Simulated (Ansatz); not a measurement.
Input and output of a self-consistent single point for SrAg₂ (Imma, 6 atoms in the cell) (Ansatz, an electronic-structure program)

Computed with LDA (PW92), default PAW files made with PBE (plane waves; Ansatz).

Input:

Ansatz 0.2 input:
```yaml
# SrAg2
crystal:
  lattice:
    - [-2.369389, 3.861859, 4.136469]
    - [2.369389, -3.861859, 4.136469]
    - [2.369389, 3.861859, -4.136469]
  atoms:
    - { symbol: Sr, position_ang: [0.000000, 1.930929, 0.372365] }
    - { symbol: Sr, position_ang: [2.369389, 1.930929, 3.764104] }
    - { symbol: Ag, position_ang: [2.369389, 3.440221, -1.342781] }
    - { symbol: Ag, position_ang: [0.000000, 0.421638, 5.479250] }
    - { symbol: Ag, position_ang: [-0.000000, 4.283497, 2.793688] }
    - { symbol: Ag, position_ang: [2.369389, -0.421638, 1.342781] }
basis:
  ecutwfc: 420.0 eV
kpoints:
  mp_grid: { grid: [5, 5, 5] }
hamiltonian:
  xc: lda
  pseudopotentials: { kind: paw }
scf:
  occupations: { method: gaussian, width: 0.1 eV }
output:
  forces: true
  eigenvalues: true
  stress: true
```

Log, with long lists cut:

```
WARN ansatz: RAYON_NUM_THREADS=1 ignored (pool sized by the plan → 1); use --threads N
Pseudopotentials: kind: paw
Pseudopotential: Sr, paw, valence charge 10
Pseudopotential: Ag, paw, valence charge 19
Crystal: 6 atoms, lattice volume = 151.399 Å³
Basis set: ecut = 420 eV, 2939 PW (Γ)
Bands: 58, of which v1, the nominal top of the filled ones, is band 48 counted from 1 (47 counted from 0)
Symmetry: 8 space group operations
Space group: Imma (ITA 74), of the structure as read, at distance tolerance 5.3e-5 Å
k-points: 27 of 125
PAW frozen core: Sr, regenerated for the run's functional, and the local potential with it
PAW frozen core: Ag, regenerated for the run's functional, and the local potential with it
Initial density: superposition of atomic densities (neutral atoms: chi_scale 0, normalization atom), corrected by the library's trained network
Initial wavefunctions: pseudopotential atomic-orbital guess
Eigensolver: davidson
Functional: x = slater, c = lda
SCF iter   1: F=—  HF=-36722.842697 eV  |F-HF|=—  |Δ(HF+E_count)|=         —  Δρ=9.07e-3  dr2=1.09e-1  ethr=1.77e-3  ⟨swp⟩=9.4  Hψ=7136  notcnv=0  defer=2
all-band conjugate gradients solve this SCF's bands
preconditioner: auto → Kerker (q_TF=auto, 2.529 Å⁻¹)
SCF iter   2: F=—  HF=-36722.815057 eV  |F-HF|=—  |Δ(HF+E_count)|=   2.76e-2  Δρ=3.21e-3  dr2=1.16e-2  ethr=1.14e-4  ⟨swp⟩=2.0  Hψ=2390  notcnv=0  defer=5
SCF iter   3: F=—  HF=-36722.812083 eV  |F-HF|=—  |Δ(HF+E_count)|=   2.97e-3  Δρ=1.26e-3  dr2=1.95e-3  ethr=1.21e-5  ⟨swp⟩=2.0  Hψ=2005  notcnv=0  defer=5
SCF iter   4: F=—  HF=-36722.811732 eV  |F-HF|=—  |Δ(HF+E_count)|=   3.51e-4  Δρ=2.46e-4  dr2=2.80e-4  ethr=2.03e-6  ⟨swp⟩=2.3  Hψ=2473  notcnv=0  defer=5
SCF iter   5: F=—  HF=-36722.811670 eV  |F-HF|=—  |Δ(HF+E_count)|=   6.12e-5  Δρ=8.77e-5  dr2=2.58e-5  ethr=2.92e-7  ⟨swp⟩=2.0  Hψ=1858  notcnv=0  defer=5
SCF iter   6: F=—  HF=-36722.811606 eV  |F-HF|=—  |Δ(HF+E_count)|=   6.49e-5  Δρ=2.07e-5  dr2=1.22e-6  ethr=2.69e-8  ⟨swp⟩=2.0  Hψ=2262  notcnv=0  defer=5
SCF iter   7: F=—  HF=-36722.811605 eV  |F-HF|=—  |Δ(HF+E_count)|=   1.83e-7  Δρ=6.55e-6  dr2=1.06e-7  ethr=1.27e-9  ⟨swp⟩=2.0  Hψ=2284  notcnv=0  defer=5
SCF iter   8: F=-36722.811605 eV  HF=-36722.811605 eV  |F-HF|=1.19e-8  |Δ(HF+E_count)|=   1.06e-8  Δρ=1.97e-6  dr2=1.62e-8  ethr=1.04e-10  ⟨swp⟩=10.1  Hψ=6608  notcnv=0
SCF 1 converged in 8 iterations: F = -36722.811605 eV  dr2 = 1.62e-8
SCF converged after 8 iterations
Free energy (F): -36722.811605 eV
Harris-Foulkes:  -36722.811605 eV  (|F-HF|=1.19e-8)
Internal energy: -36722.798194 eV  (E = F + TS)
E sigma→0 (E₀):  -36722.804899 eV
Entropy (-TS):   -0.013412 eV (-2.235 meV/atom)
Fermi energy:    11.243611 eV
--- Per-component energies (eV) ---
  E_band       = -1539.437040
  E_kinetic    = 2600.815758
  E_local      = -13808.348918  (includes V_loc(G=0)·N_el)
  E_nonlocal   = 755.527801
  E_hartree    = 5956.733446
  E_xc         = -1076.855645
  E_vxc        = -1260.661295  (∫ρ·V_xc dr)
  E_paw        = -20274.766274  (= ΣΔE_a)
  E_vpaw       = -1740.227475  (= ΣTr[D̂ρ^β])
  E_aug_tail   = 0.001006  (compensation charges beyond the density's cutoff)
  E_ewald      = -10879.392868
  E_core_change = 3.487501  (= ΣΔE_core)
  E_smearing   = -0.013412  (= −TS)
  E_closure    = 0.000000  (closes the sum)
  Σ components = -36722.811605   (vs F -36722.811605, Δ=0.00e0)
--- Forces (eV/Å), atoms counted from 1 ---
  atom   1  Sr     0.00000000     0.00000000    -0.09388644
  atom   2  Sr     0.00000000     0.00000000     0.09388644
  atom   3  Ag     0.00000000    -0.03172928    -0.00968676
  atom   4  Ag     0.00000000     0.03172928     0.00968676
  atom   5  Ag     0.00000000     0.03172928    -0.00968676
  atom   6  Ag     0.00000000    -0.03172928     0.00968676
  max |Σ_I F_I| component: 2.08e-17 eV/Å
--- Stress (GPa, compression-positive) ---
       -2.981154       0.000000       0.000000
        0.000000      -4.137314       0.000000
        0.000000       0.000000      -4.098027
  P = ⅓ Tr σ = -3.7388 GPa (-37.388 kbar)
  The stress holds the Pulay correction. Without it, at fixed plane waves, as pw.x and ABINIT print it: P = -3.7488 GPa
--- Band table (eV; the first three rows and the last of 27) ---
  k-point 0: bands = ["-80.6852", "-80.6796", "-80.6737", "-80.6710", "-44.2668", "-44.2640", "-44.2566", "-44.2321", "-44.2304", "-44.2266", "-44.2257", "-44.1903", "-44.1744", "-44.1723", "-44.1673", "-44.1581", "-24.2492", "-24.2260", "-6.4368", [...]
  k-point 1: bands = ["-80.6841", "-80.6787", "-80.6748", "-80.6717", "-44.2672", "-44.2602", "-44.2582", "-44.2350", "-44.2307", "-44.2225", "-44.2195", "-44.1923", "-44.1864", "-44.1779", "-44.1580", "-44.1566", "-24.2464", "-24.2278", "-6.4156", [...]
  k-point 2: bands = ["-80.6813", "-80.6778", "-80.6765", "-80.6738", "-44.2659", "-44.2621", "-44.2511", "-44.2420", "-44.2257", "-44.2200", "-44.2077", "-44.2007", "-44.1950", "-44.1874", "-44.1538", "-44.1533", "-24.2399", "-24.2328", "-6.3697", [...]
  k-point 26: bands = ["-80.6828", "-80.6801", "-80.6761", "-80.6705", "-44.2693", "-44.2578", "-44.2547", "-44.2477", "-44.2287", "-44.2114", "-44.2090", "-44.2024", "-44.1952", "-44.1761", "-44.1621", "-44.1504", "-24.2411", "-24.2326", "-6.4602", [...]
```

The run converged in 8 iterations.

The starting cell comes from a database of computed structures (which also holds hypothetical and non-ambient phases and stackings), without a prior relaxation at this level. Its lattice was rescaled by up to half a per cent. With a pressure of about -4 GPa the cell is away from its equilibrium volume at this level. Ansatz's pressure includes its estimate of the finite-basis (Pulay) stress.
